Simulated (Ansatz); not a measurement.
Take AlAs in the zinc blende structure (space group F-43m, No. 216) as the base.

```yaml
crystal:
  lattice:
    - [0.00000, 2.83735, 2.83735]
    - [2.83735, 0.00000, 2.83735]
    - [2.83735, 2.83735, 0.00000]
  atoms:
    - { symbol: As, position: [0.25000, 0.25000, 0.25000] }
    - { symbol: Al, position: [0.00000, 0.00000, 0.00000] }
```

Cartesian axes are those of the cell as printed.

Method: Ansatz (a quantum-chemistry and plane-wave program), PBEsol, PAW, cutoff 420 eV, no SOC.

Now apply this change: biaxial strain +1.75 %, plane normal [110], relaxed out of plane (Cartesian); in-plane vectors clamped, the third vector and the atoms free.

Question: How does this affect the out-of-plane strain?

Answer: The out-of-plane strain amounts to -1.01 %.

Question: Predict the new in-plane stress.

Answer: The mean in-plane stress (compression positive) is -2.5 GPa.

Question: What does the calculation give for the energy relative to the base after the change?

Answer: The energy rises by 6.4 meV/atom.

A biaxial case was relaxed in a doubled cell and then solved in the primitive one. Stability against distortions was not tested.
